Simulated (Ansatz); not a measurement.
GaP: element substitutions

The parent structure is GaP in the zinc blende structure (space group F-43m, No. 216; a = 5.438 Å).

Each row replaces one element on all its sites; cell and atoms are relaxed.

Levels (all Ansatz, a quantum-chemistry and plane-wave program, PAW): PBEsol (420 eV, without spin-orbit coupling); r2SCAN (500 eV, no SOC).

Band gaps by level, all at the geometries relaxed with PBEsol:

```csv
case,PBEsol,r2SCAN
base,1.45 eV,1.83 eV
Ga → In,0.57 eV,1.11 eV
Ga → As,zero,zero
```

Single points use the geometry relaxed with PBEsol. Whether these cells are dynamically stable was not tested. As relaxed here, AsP is a hypothetical phase, not in the database extracts checked. The final runs are not spin-polarised.
